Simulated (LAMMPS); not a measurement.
MD of V (bcc) at zero pressure, 2000 atoms, as a liquid; each row is its own run.

Computed with classical MD, pair style meam, file library.meam (library.meam-V), run in LAMMPS.

| T (K) | D(V) (cm²/s) |
|---|---|
| 1530 | 2.59e-5 |
| 1960 | 5.46e-5 |
| 2180 | 7.03e-5 |
| 2400 | 9.64e-5 |
| 3060 | 0.000166 |
| 3490 | 0.000233 |

Question: Fit an Arrhenius law, ln y = a + b / x, to these rows (x is the first column, y the second) and predict the run at x = 2730.

Answer: Least squares gives a = -6.7476 and b = -5945. The slope times kB gives an activation energy of 0.51 eV. At x = 2730 the fit predicts 0.000133 cm²/s. The run itself gave (1.32 ± 0.02) × 10^-4 cm²/s, so the fit is 0.76 % high, within the run's error.

Caution: the potential MEAM library.meam-V is a first-neighbour MEAM set with a 4 Å cutoff, used here without a parameter file and away from the static properties it was fitted to.

Caution (rows 1530; 1960; 2180): this liquid lies under the measured melting point of 2183 K, so it is undercooled or the potential melts low.

Caution: a run this short can hold a crystal over, or a liquid under, the potential's own melting point, which these runs don't give.

Errors of D are the spread over four groups of atoms in one short run; a floor of about 5 %, a picked value, is safer.
